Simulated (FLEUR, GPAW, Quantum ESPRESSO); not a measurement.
# SmSn₃ (Pm-3m, 4 atoms in the cell) computed with different codes at matched settings

Self-consistent single point, at a second geometry (lattice scaled by 0.98). First geometry:

```xyz
4
Lattice="4.6956 0.0000 0.0000 0.0000 4.6956 0.0000 0.0000 0.0000 4.6956" Properties=species:S:1:pos:R:3 pbc="T T T"
Sm     0.0000     0.0000     0.0000
Sn     2.3478     0.0000     2.3478
Sn     0.0000     2.3478     2.3478
Sn     2.3478     2.3478     0.0000
```
Moments meant for the start (each program seeds them in its own way; μB, in the order of the atoms Sm Sn Sn Sn): 5.0 0.0 0.0 0.0.

Shared settings, as Quantum ESPRESSO writes them: occupations = smearing; smearing = gaussian; degauss = 0.0073499 Ry; nspin = 2; K_POINTS = automatic 7 7 7 0 0 0. Potentials and cutoffs stand in the table.

```
code                                                                                     model  ΔF from the first geometry (meV/atom)  pressure (GPa)  size of the net moment (μB/atom)           cutoff
----------------  ----------------------------------------------------------------------------  -------------------------------------  --------------  --------------------------------  ---------------
Quantum ESPRESSO                        LDA (PZ), SSSP 1.1.2 efficiency (PBE) pseudopotentials                                  -14.0            0.05                              1.44            50 Ry
GPAW                             LDA (Perdew-Wang 92), GPAW PAW datasets LDA (gpaw-data 1.0.1)                                  -13.6            0.35                              1.44           800 eV
FLEUR             LDA (Perdew-Zunger), all-electron FLAPW (FLEUR), scalar-relativistic valence                                      –               –                              1.45  Kmax 3.8 1/bohr
```

A dash marks a value that a program does not give, or that is left out as unsure.

On Quantum ESPRESSO's run: spin-orbit coupling is off. With one magnetic atom in the cell only a parallel order is possible. With U or open f shells several self-consistent states can exist. The f electrons are in the valence without U or exact exchange, which can misplace them near the Fermi level. Spin-orbit terms, which matter for f shells, are left out.

The spread over the programs that give each value: ΔF from the first geometry within 0.4 meV/atom; pressure within 0.30 GPa; size of the net moment within 0.01 μB/atom.

FLEUR treats all electrons, but the usual bases taken here (sphere radii, linearisation, local orbitals, empty states) were not tested for convergence, so the values are no reference for the others.

The starting cell comes from a database of computed structures (which also holds hypothetical and non-ambient phases and stackings), without a prior relaxation at this level. Its lattice was rescaled by a random factor within 2.5 % of one. For this run, on top of that: lattice scaled by 0.98.

Left out of this page: Ansatz (with a known weakness of the program).
